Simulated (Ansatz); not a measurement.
What Li interstitial (started 2.18 Å from the nearest host atom), symmetric start does to PtSe2

Consider a 12-atom supercell of PtSe$_{2}$ in the CdI2 type structure (space group P-3m1, No. 164; a = 3.772 Å, c = 4.818 Å; layered) at its relaxed geometry.

Modification: a neutral Li interstitial (started 2.18 Å from the nearest host atom), symmetric start, atoms relaxed at fixed cell.

The values are results of PBE-D3(BJ)/PAW in Ansatz (a first-principles code), spin-orbit coupling left out, not measurements. Γ-centred 9×9×9 mesh, Fermi–Dirac width 0.05 eV.

The pressure goes from zero to 4.1 GPa and the largest displacement of a host atom from its site in the perfect cell is 0.18 Å. The final site of the added atom comes out as 5 Se at 2.32–2.49 Å (trigonal bipyramidal).

The cell is small, so the values are those of an ordered compound at a high defect concentration; dilute-limit values will differ. The defect started on the symmetric site and kept its symmetry, so it may sit on a saddle. All final runs are without spin polarisation. The defect cell is not spin-polarised.
